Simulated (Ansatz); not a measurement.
For L1₂ (Cu3Au-type) Pt3Ti, RPBE in Ansatz (plane waves, PAW) gives:

- equilibrium lattice constant a: 3.971 Å
- bulk modulus B0: 220 GPa
- cohesive energy: 5.68 eV/atom
- formation enthalpy: -0.846 eV/atom

### Question
What does r²SCAN+rVV10 (Ansatz, a program for electronic structure, PAW) give for the same quantities?

### Answer

- lattice constant a: 3.908 Å (shrinks by 1.6 %)
- bulk modulus: 267 GPa (goes up by 21 %)
- cohesive energy: 6.74 eV/atom (rises by 1.06 eV/atom)
- formation enthalpy: -0.922 eV/atom (moves by -0.076 eV/atom)

For comparison: lattice constant a 3.916 Å (measured, temperature not stated, not corrected to a static lattice; as tabulated in Molecular Dynamics Simulations of PtTi High-Temperature Shape Memory Alloys …).

Changes are worked out from the printed values.

Unless a cell is named, each level is at its own relaxed cell (RPBE 15.66, r²SCAN+rVV10 14.92 Å³/atom).

Levels without +SOC leave out spin–orbit coupling, which shifts energies and cells of such heavy elements.

The crystal itself was run without spin with RPBE, r²SCAN+rVV10; a magnetic state was not tried in these runs.

Ansatz's density-functional and Hartree–Fock values are scalar-relativistic unless marked +SOC, with PAW data made under PBE.
